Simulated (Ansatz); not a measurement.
Cubic perovskite SrVO3 was calculated with r²SCAN (plane waves, PAW; Ansatz, a program for electronic structure).

Run with plane-wave cutoff 600 eV, 18×18×18 k mesh, Fermi–Dirac smearing 0.042 eV (set by the program), no spin polarisation, scalar-relativistic PAW data made under PBE.

Cell (relaxed at this level):

```cif
data_O3SrV
_chemical_formula_sum 'Sr1 V1 O3'
_space_group_name_H-M_alt 'Pm-3m'
_space_group_IT_number 221
_space_group_name_Hall '-P 4 2 3'
_cell_length_a 3.82801
_cell_length_b 3.82801
_cell_length_c 3.82801
_cell_angle_alpha 90.000
_cell_angle_beta 90.000
_cell_angle_gamma 90.000
loop_
_atom_site_label
_atom_site_type_symbol
_atom_site_symmetry_multiplicity
_atom_site_Wyckoff_symbol
_atom_site_fract_x
_atom_site_fract_y
_atom_site_fract_z
_atom_site_occupancy
Sr1 Sr 1 a 0.00000 0.00000 0.00000 1
V1 V 1 b 0.50000 0.50000 0.50000 1
O1 O 3 c 0.00000 0.50000 0.50000 1
```

Problem. Predict the Poisson ratio, elastic constant C44, elastic constant C11, polycrystal shear modulus (Hill average) and elastic constant C12.

Solution. 
- Poisson ratio: 0.252
- elastic constant C44: 129 GPa
- elastic constant C11: 346 GPa
- polycrystal shear modulus (Hill average): 120 GPa
- elastic constant C12: 130 GPa

Elastic constants are with the ions relaxed.

Computed values are for the static lattice.
